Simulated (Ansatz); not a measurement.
Cu₂O (Pn-3m) under hydrostatic pressure: hole conductivity mass by PBEsol with spin-orbit coupling, rigid bands (plane waves, PAW; Ansatz, a first-principles code). The unloaded cell, whose axes the loads refer to:

Cu2O has the cubic space group Pn-3m, origin choice 1 (No. 224), Pearson symbol cP6. Lattice parameters: a = 4.2227 Å, b = 4.2227 Å, c = 4.2227 Å, α = 90.00°, β = 90.00°, γ = 90.00°. Cu on 4c sees 2 O at 1.828 Å (linear). O on 2a is coordinated by 4 Cu at 1.828 Å (tetrahedral). (Neighbours: up to the widest gap in distance over summed covalent radii, below 1.35, at either atom; cation-cation and far metal-metal contacts left out.)

```json
[
 {"hydrostatic pressure (GPa)": "0", "volume per atom (Å³)": "12.55", "hole conductivity mass (mₑ)": "1.16"},
 {"hydrostatic pressure (GPa)": "2", "volume per atom (Å³)": "12.37", "hole conductivity mass (mₑ)": "1.13"},
 {"hydrostatic pressure (GPa)": "5", "volume per atom (Å³)": "12.12", "hole conductivity mass (mₑ)": "?"},
 {"hydrostatic pressure (GPa)": "10", "volume per atom (Å³)": "11.75", "hole conductivity mass (mₑ)": "1.01"}
]
```

Task: Fit a straight line to ln(hole conductivity mass) against the load over the rows given, and predict the row at 5 GPa.

Result: The means are x̄ = 4.000 GPa and ȳ = 0.0935; Σ(x − x̄)(y − ȳ) = -0.7784 and Σ(x − x̄)² = 56.00, so the slope is -1.39 % per GPa, and the rows given lie within 0.089 % of the line. At 5 GPa the line gives 1.08 mₑ; the calculation gives 1.08 mₑ, 0.27 % from it.

Masses are for dilute carriers at 300 K, harmonic means over directions unless an axis is named. Stresses and pressures are the targets of the relaxation. The structure type is held at every load. Geometry: cell and atoms relaxed with PBEsol.
